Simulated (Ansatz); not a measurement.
Where the default PAW files enter, the runs use the earlier of Ansatz's two default sets.

The decay constant κ of evanescent states in the gap governs leakage through a thin film.

```
CELL_PARAMETERS angstrom
      3.27701     0.00000     0.00000
     -1.63850     2.83797     0.00000
      0.00000     0.00000    12.72467
ATOMIC_POSITIONS crystal
  Mo 0.66667 0.33333 0.75000
  Mo 0.33333 0.66667 0.25000
  Se 0.33333 0.66667 0.88155
  Se 0.66667 0.33333 0.11845
  Se 0.66667 0.33333 0.38155
  Se 0.33333 0.66667 0.61845
```

Space group of this cell: P6_3/mmc. The cell was relaxed by PBE-D3(BJ); by PBEsol its mean pressure is -1.0 GPa.

Transport runs along the normal of the first two printed cell vectors, the (001) plane of the conventional cell.

The gap is the functional's own. No spin-orbit coupling. Mid-gap values are those at the computed energy nearest the middle.

Q: Give the band gap and the smallest decay constant κ at mid-gap that PBEsol (Ansatz, an electronic-structure program) yields.

A: Gap 0.74 eV on a 12×12×4 mesh; κ = 0.178 1/Å, at (0.167, 0.167) of the in-plane reciprocal vectors. At the zone centre the slowest state has κ = 0.48 1/Å.
